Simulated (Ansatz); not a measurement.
**ScGeCN (model structure, started from the AlSiCN type, P3m1, No. 156, 4 atoms in the cell)**

All values below come from PBEsol (PAW; Ansatz, a quantum-chemistry and plane-wave program).

Run with plane-wave cutoff 520 eV, 12×12×6 k mesh (along the axes of the cell as run), Fermi–Dirac smearing 0.01 eV, scalar-relativistic PAW data made under PBE.

Cell (relaxed with PBEsol):

```yaml
crystal:
  lattice:
    - [3.37867, 0.00000, 0.00000]
    - [-1.68933, 2.92601, 0.00000]
    - [0.00000, 0.00000, 5.28916]
  atoms:
    - { symbol: Sc, position: [0.33333, 0.66667, 0.52616] }
    - { symbol: Ge, position: [0.66667, 0.33333, 0.99924] }
    - { symbol: C, position: [0.33333, 0.66667, 0.09269] }
    - { symbol: N, position: [0.66667, 0.33333, 0.63190] }
```

For ScGeCN (model structure, started from the AlSiCN type, P3m1, No. 156, 4 atoms in the cell), the band gap is 2.19 eV (indirect) and the smallest direct gap on the k points sampled comes out as 2.33 eV. The Γ–Γ gap comes out as 2.61 eV.

Note: the relaxation could raise the start's symmetry but not lower it, so the cell can be a saddle point.

Spin–orbit coupling is not included.

A model structure was made by putting elements into a prototype or built by hand; it is no filed structure, need not be a known phase, and can be a saddle point held by its symmetry.
